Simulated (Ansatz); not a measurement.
Given:

```yaml
crystal:
  lattice:
    - [5.39510, 0.00000, 0.00000]
    - [0.00000, 5.39510, 0.00000]
    - [0.00000, 0.00000, 5.39510]
  atoms:
    - { symbol: Cs, position: [0.00000, 0.00000, 0.00000] }
    - { symbol: Sn, position: [0.50000, 0.50000, 0.50000] }
    - { symbol: Br, position: [0.00000, 0.50000, 0.50000] }
    - { symbol: Br, position: [0.50000, 0.50000, 0.00000] }
    - { symbol: Br, position: [0.50000, 0.00000, 0.50000] }
```

A single point on CsSnBr3 with a change (pressure 7 GPa), its geometry relaxed with PBEsol.

All numbers come from Ansatz (a quantum-chemistry and plane-wave program), PBEsol, PAW, cutoff 420 eV, with spin-orbit coupling. k-mesh 6×6×6 (Γ-centred); smearing 0.05 eV (Fermi–Dirac).

**Question.** Predict the band gap and pressure.

**Answer.** 
- Band gap = 0.37 eV
- Pressure = 6.9 GPa

Single points use the geometry relaxed with PBEsol. Load acts through the strain it causes; cell and atoms are relaxed under it. No phonon test of stability was made. Competing high-pressure phases were not computed. The cell was made from CsSnBr3 in the cubic perovskite structure (space group Pm-3m, No. 221) by this change: pressure 7 GPa. Many cubic perovskites are stable only at high temperature; tilts and polar distortions were not tested.
